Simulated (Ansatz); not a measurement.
Defect migration in corundum: interstitial F, charge state -1. These are PBE, PAW (plane waves to 420 eV; Ansatz, a program for electronic structure) values and carry that method's errors.

Cell of 120 host sites held at the relaxed PBE lattice; the Γ point alone; Fermi-Dirac width 0.01 eV, spin-restricted; finite-size errors left in. Energies are static. The charge state is imposed; whether it is stable for some Fermi level was not computed. Sites that were not tried may lie lower.

Barriers: single points on a 2×2×2 k-point mesh shifted by half a step along c at the bands' geometries.

The step: a concerted move, in which F travels most. Atoms about the jump, Cartesian Å from the middle of the jump, before and after:

```json
[
 {"atom": "F1", "x0": "0.00", "y0": "-1.39", "z0": "-1.09", "x1": "0.00", "y1": "1.39", "z1": "1.09"},
 {"atom": "Al2", "x0": "-2.42", "y0": "0.02", "z0": "-1.33", "x1": "-2.42", "y1": "0.02", "z1": "-1.36"},
 {"atom": "Al3", "x0": "-2.42", "y0": "-0.02", "z0": "1.36", "x1": "-2.42", "y1": "-0.02", "z1": "1.33"},
 {"atom": "Al4", "x0": "0.00", "y0": "1.41", "z0": "-0.86", "x1": "0.00", "y1": "1.39", "z1": "-0.72"},
 {"atom": "Al5", "x0": "0.00", "y0": "-1.39", "z0": "0.72", "x1": "0.00", "y1": "-1.41", "z1": "0.86"},
 {"atom": "O6", "x0": "-1.84", "y0": "-1.30", "z0": "0.12", "x1": "-1.67", "y1": "-1.27", "z1": "0.00"},
 {"atom": "O7", "x0": "-1.67", "y0": "1.27", "z0": "0.00", "x1": "-1.84", "y1": "1.30", "z1": "-0.12"},
 {"atom": "O8", "x0": "1.00", "y0": "0.16", "z0": "0.12", "x1": "1.00", "y1": "-0.16", "z1": "-0.12"},
 {"atom": "O9", "x0": "-0.84", "y0": "0.26", "z0": "-2.30", "x1": "-0.74", "y1": "0.11", "z1": "-2.19"},
 {"atom": "O10", "x0": "-0.74", "y0": "-0.11", "z0": "2.19", "x1": "-0.84", "y1": "-0.26", "z1": "2.30"},
 {"atom": "O11", "x0": "-3.91", "y0": "0.02", "z0": "0.01", "x1": "-3.91", "y1": "-0.02", "z1": "-0.01"}
]
```

**Question.** Give the saddle-point geometry and the barrier.

**Answer.** 
| atom | x | y | z |
|---|---|---|---|
| F1 | -1.09 | 0.00 | 0.00 |
| Al2 | -2.42 | 0.20 | -1.41 |
| Al3 | -2.42 | -0.20 | 1.42 |
| Al4 | -0.04 | 1.42 | -0.87 |
| Al5 | -0.04 | -1.43 | 0.87 |
| O6 | -1.84 | -1.85 | 0.52 |
| O7 | -1.84 | 1.84 | -0.52 |
| O8 | 1.07 | 0.00 | 0.00 |
| O9 | -0.74 | 0.18 | -2.28 |
| O10 | -0.74 | -0.18 | 2.29 |
| O11 | -3.78 | 0.00 | 0.00 |
It lies 2.23 eV above the start and 2.23 eV above the end. The program found a first-order saddle point.
